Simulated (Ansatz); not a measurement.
Model: Si(111) 1x1 surface, 6 top atoms, 3 bilayers, bottom bilayer H-capped and fixed, every top atom capped by F; cell 11.5 x 6.6 Å; one cap replaced by H; about 7 Å thick over the host's atoms, 18 atoms held. These are PBE-D3(BJ) (plane waves to 420 eV, PAW; Ansatz, a program for electronic structure) values and carry that method's errors. Sampling: 1x2x1 k points. The slab states are spin-polarised. A thicker slab, a larger cell or a denser mesh can move such energies by a tenth of an eV or more. Energies are static: no zero-point or thermal part. Each state was relaxed from one prepared geometry.

End state of this step: two adsorbed atoms pair up and leave as HF (to a Si site 3.8 Å from the first). Atoms near the product:

```csv
atom,x (Å),y (Å),z (Å)
Si(1),1.910,3.345,9.466
Si(2),1.912,1.136,8.742
Si(15),3.834,0.025,9.470
Si(16),5.757,3.345,9.465
Si(17),5.755,1.136,8.742
Si(18),3.833,4.433,8.778
F(29),3.834,0.055,11.129
F(30),3.801,2.579,11.899
H(47),3.811,1.633,11.864
```

Task: What energy does it take to move HF into the gas, one a cell, with the surface relaxed behind it, and what are its closest contacts before it leaves?

Result: 0.31 eV. Its closest contacts to the rest of the cell: H(47)...F(29) 1.74 Å, F(30)...F(29) 2.64 Å, H(47)...Si(15) 2.88 Å.
